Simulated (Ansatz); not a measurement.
We consider SmMg2 (Fd-3m, No. 227), described by r²SCAN (plane waves, PAW; Ansatz, a first-principles code).

Settings: plane-wave cutoff 500 eV, 12×12×12 k mesh, Fermi–Dirac smearing 0.1 eV, spin-polarised start, scalar-relativistic PAW data made under PBE.

Computed at the level's own relaxed cell.

### Question
Estimate the volume per atom and lattice constant a that the calculation returns.

### Answer

volume per atom: 29.06 Å³/atom
lattice constant a: 8.869 Å

Note: the magnetic order was assumed, not searched for or taken from measurement; the 4f shell is treated without U or exact exchange, so its levels and filling can be wrong; the volume lies 8 % above that of the published cell.

Spin–orbit coupling is not included.

The computed numbers hold no vibrational or temperature effects.

Computing time: roughly 24 core-minutes.
